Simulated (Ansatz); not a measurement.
# Quick settings and what they miss: SnPd (Pnma, 8 atoms in the cell)

Self-consistent single point.

```xyz
8
Lattice="5.9854 0.0000 0.0000 0.0000 3.9934 0.0000 0.0000 0.0000 6.4810" Properties=species:S:1:pos:R:3 pbc="T T T"
Sn     4.8315     2.9950     3.8453
Sn     1.1539     0.9983     2.6358
Sn     4.1466     0.9983     0.6047
Sn     1.8388     2.9950     5.8763
Pd     5.9328     2.9950     1.2562
Pd     0.0526     0.9983     5.2249
Pd     3.0452     0.9983     4.4967
Pd     2.9401     2.9950     1.9844
```

Computed with PBEsol, PAW files made with PBE (plane waves; Ansatz, an electronic-structure program).

Base settings: basis.ecutwfc = 420 eV; kpoints.mp_grid.grid = 4 6 4; hamiltonian.xc = pbesol; hamiltonian.pseudopotentials = {kind: paw} (the program's default PAW files); scf.occupations.method = fermi_dirac; scf.occupations.width = 0.05 eV.

Tight run (finer mesh or higher cutoff; not a proven limit): basis.ecutwfc: 420 eV → 590 eV; kpoints.mp_grid.grid: 4 6 4 → 6 9 6; scf.convergence.dr2_threshold: default (1e-07 eV) → 1e-09 eV. It gave Fermi level (on the code's own zero) 15.41 eV; pressure -1.69 GPa; largest force (vector length) 0.071 eV/Å.

Quick runs, as changes from the base:
- A: the base itself
- B: basis.ecutwfc: 420 eV → 295 eV; kpoints.mp_grid.grid: 4 6 4 → 4 4 4; hamiltonian.xc: pbesol → lda; scf.occupations.width: 0.05 eV → 0.5 eV; scf.convergence.dr2_threshold: default (1e-07 eV) → 0.001 eV [LDA (PW92)]
- C: basis.ecutwfc: 420 eV → 335 eV; kpoints.mp_grid.grid: 4 6 4 → 2 2 2; hamiltonian.xc: pbesol → lda [LDA (PW92)]
- D: basis.ecutwfc: 420 eV → 210 eV; kpoints.mp_grid.grid: 4 6 4 → 4 4 4; scf.occupations.method: fermi_dirac → gaussian; scf.occupations.width: 0.05 eV → 0.5 eV; kpoints.mp_grid.shift: default → 0.5 0.5 0.5
- E: basis.ecutwfc: 420 eV → 250 eV; kpoints.mp_grid.grid: 4 6 4 → 3 3 3; scf.occupations.method: fermi_dirac → methfessel_paxton; scf.occupations.width: 0.05 eV → 0.136 eV; scf.convergence.dr2_threshold: default (1e-07 eV) → 0.0001 eV

Energies are extrapolated to zero smearing width, which holds to low order in the width alone.

Dashes: energy of B, C, another energy zero.

† marks runs with another functional, U, potentials or spin treatment: their distance from the tight run is not a convergence error alone.

The count of work is k-points × plane waves × bands × iterations; it is no time. 

Pressures in the table are Ansatz's without its Pulay estimate, at a fixed set of plane waves; the tight run's value above holds the estimate.

The starting cell comes from a database of computed structures (which also holds hypothetical and non-ambient phases and stackings), without a prior relaxation at this level. Its lattice was rescaled by a random factor within 2.5 % of one. Spin polarisation is off.

| run | energy less tight (meV/atom) | pressure less tight (GPa) | largest miss in a force vector (eV/Å) | count of work / tight |
|---|---|---|---|---|
| A | -3.2 | -0.07 | 0.014 | 0.22 |
| B† | – | -10.30 | 0.141 | 0.075 |
| C† | – | -5.65 | 0.264 | 0.035 |
| D | 4448.3 | -197.06 | 0.203 | 0.018 |
| E | 883.6 | -51.80 | 0.205 | 0.018 |

Among the runs at the tight run's level, the energy misses run from 3.2 to 4448.3 meV/atom.

Left out of this page: 1 run of the series outside the window shown, repeating another row's setting, or not comparable.

Keys are those of Ansatz 0.2.
